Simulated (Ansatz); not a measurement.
Structures of equal composition on the (110) surface of bcc Nb: a layer of Zr in place of the second plane; a layer of Zr in place of the third plane. The slabs share one bottom face, and each structure is named by its start. These are constructed structures in small cells; real faces may alloy, dewet or reconstruct in larger ones, and not all known structures of the face are among them. Slabs of about 12 Å with all that they carry, Fermi-Dirac smearing of 0.1 eV. Bottom of the slabs: a bare face, its two planes held. Relaxed from the named starts with such symmetry as they have, on meshes of like density; energies extrapolated to zero smearing; no spin-orbit coupling, no U. Spin-polarised runs, if any, are marked in brackets, and their order is one that fits the cell; the others ran without spin.

These are PBE (plane waves to 420 eV, PAW; Ansatz, an electronic-structure program) values and carry that method's errors.

**Question.** Put the candidates in order of energy per 1x1 cell, lowest first, for PBE.

**Answer.** a layer of Zr in place of the third plane (0.000 eV), a layer of Zr in place of the second plane (0.064 eV)
